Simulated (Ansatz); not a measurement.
Electronic density of states of amorphous In$_{24}$O$_{41}$Nb$_{2}$, density 6.32 g/cm³, on a 2×2×2 Γ-centred mesh with a Gaussian width of 0.1 eV; energies count from the Fermi level, whose place inside the gap is arbitrary. Cell and mesh are small, so fine structure isn't converged. Level of theory: PBE, scalar-relativistic without spin-orbit coupling (plane waves to 420 eV, PAW; Ansatz, a first-principles code). Sampling: a 2×2×2 Γ-centred mesh; Fermi-Dirac width 0.02 eV; no spin polarisation. At PBE the levels at the filled edge of the gap are localised (band-tail or defect states).

The cell was made by melting and quenching with the CHGNet potential and then relaxed with DFT. O atoms were pushed apart under 1.9 Å during the dynamics, to hinder bonds among them. The hot cell started wider than the set density and was brought back towards it in steps. It is the lowest in DFT energy of 2 quenches. It is a model cell: composition and starting density were chosen by hand, and all elements were melted together. No dispersion term was used. Its density started from a set value of 6.32 and ended at 6.32 g/cm³. Cooling (nominally 280 K/ps over its main leg) ran many orders faster than in experiment, which tends to leave more defects and strain. One small periodic cell is one sample of the glass; other quenches scatter about these values. The volume was held where the preparation left it and the shape relaxed, at a PBE pressure of -1.5 GPa (tension). Stress components on the final sampling reach 1.5 GPa.

```csv
E - EF (eV),states/(eV atom)
-12.00,0.65
-11.90,0.45
-11.80,0.28
-11.70,0.18
-11.60,0.12
-11.50,0.14
-11.40,0.05
-11.30,0.00
-11.20,0.00
-11.10,0.00
-11.00,0.00
-10.90,0.00
-10.80,0.00
-10.70,0.00
-10.60,0.00
-10.50,0.00
-10.40,0.00
-10.30,0.00
-10.20,0.00
-10.10,0.00
-10.00,0.00
-9.90,0.00
-9.80,0.00
-9.70,0.00
-9.60,0.00
-9.50,0.00
-9.40,0.00
-9.30,0.00
-9.20,0.00
-9.10,0.00
-9.00,0.00
-8.90,0.00
-8.80,0.00
-8.70,0.00
-8.60,0.00
-8.50,0.00
-8.40,0.00
-8.30,0.00
-8.20,0.00
-8.10,0.00
-8.00,0.00
-7.90,0.00
-7.80,0.00
-7.70,0.00
-7.60,0.00
-7.50,0.00
-7.40,0.00
-7.30,0.00
-7.20,0.00
-7.10,0.00
-7.00,0.00
-6.90,0.00
-6.80,0.00
-6.70,0.00
-6.60,0.00
-6.50,0.00
-6.40,0.00
-6.30,0.00
-6.20,0.00
-6.10,0.00
-6.00,0.05
-5.90,0.23
-5.80,0.36
-5.70,0.43
-5.60,0.51
-5.50,0.53
-5.40,0.50
-5.30,0.49
-5.20,0.53
-5.10,0.51
-5.00,0.41
-4.90,0.41
-4.80,0.41
-4.70,0.38
-4.60,0.31
-4.50,0.31
-4.40,0.35
-4.30,0.43
-4.20,0.46
-4.10,0.49
-4.00,0.49
-3.90,0.54
-3.80,0.59
-3.70,0.64
-3.60,0.61
-3.50,0.59
-3.40,0.62
-3.30,0.67
-3.20,0.69
-3.10,0.69
-3.00,0.67
-2.90,0.66
-2.80,0.70
-2.70,0.68
-2.60,0.71
-2.50,0.77
-2.40,0.81
-2.30,0.77
-2.20,0.77
-2.10,0.76
-2.00,0.83
-1.90,0.87
-1.80,0.87
-1.70,0.89
-1.60,0.97
-1.50,1.01
-1.40,0.99
-1.30,1.03
-1.20,1.10
-1.10,1.12
-1.00,1.12
-0.90,1.06
-0.80,1.00
-0.70,0.91
-0.60,0.71
-0.50,0.44
-0.40,0.19
-0.30,0.03
-0.20,0.00
-0.10,0.00
0.00,0.00
0.10,0.00
0.20,0.00
0.30,0.01
0.40,0.02
0.50,0.01
0.60,0.00
0.70,0.00
0.80,0.00
0.90,0.00
1.00,0.00
1.10,0.00
1.20,0.01
1.30,0.02
1.40,0.03
1.50,0.03
1.60,0.06
1.70,0.06
1.80,0.04
1.90,0.05
2.00,0.06
2.10,0.05
2.20,0.07
2.30,0.10
2.40,0.10
2.50,0.08
2.60,0.05
2.70,0.08
2.80,0.15
2.90,0.17
3.00,0.20
3.10,0.26
3.20,0.28
3.30,0.25
3.40,0.23
3.50,0.27
3.60,0.32
3.70,0.32
3.80,0.30
3.90,0.26
4.00,0.29
4.10,0.34
4.20,0.29
4.30,0.24
4.40,0.30
4.50,0.33
4.60,0.32
4.70,0.40
4.80,0.39
4.90,0.33
5.00,0.33
5.10,0.31
5.20,0.25
5.30,0.23
5.40,0.24
5.50,0.26
5.60,0.23
5.70,0.18
5.80,0.22
5.90,0.26
6.00,0.24
6.10,0.26
6.20,0.29
6.30,0.29
6.40,0.29
6.50,0.32
6.60,0.37
6.70,0.34
6.80,0.35
6.90,0.35
```

The level gap on this mesh is 0.80 eV; the broadening fills part of it in the curve.
